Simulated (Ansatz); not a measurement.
## Free zigzag chain of Cu atoms

The numbers are results of PBE (plane waves to 420 eV, PAW; Ansatz, a program for electronic structure), not measurements. Mesh 1×1×78. No spin polarisation, so a magnetic state wasn't tested. Periodic along z alone, with about 11 Å of vacuum beside it. A hypothetical model. It keeps the symmetry and period of its start, so it need not be a minimum against all distortions. Pairing along the axis, which can open a gap, is among the distortions not tried.

period along the axis (2 atoms): 2.377 Å
PBE gap: none (under 0.01 eV)
crossings of the Fermi level between Γ and the zone edge (49 points): 2, each for both spins (ideal conductance 2 × 2e²/h)

```
CELL_PARAMETERS angstrom
     12.50000     0.00000     0.00000
      0.00000    11.00000     0.00000
      0.00000     0.00000     2.37714
ATOMIC_POSITIONS crystal
  Cu 0.41708 0.50000 0.00000
  Cu 0.58292 0.50000 0.50000
```
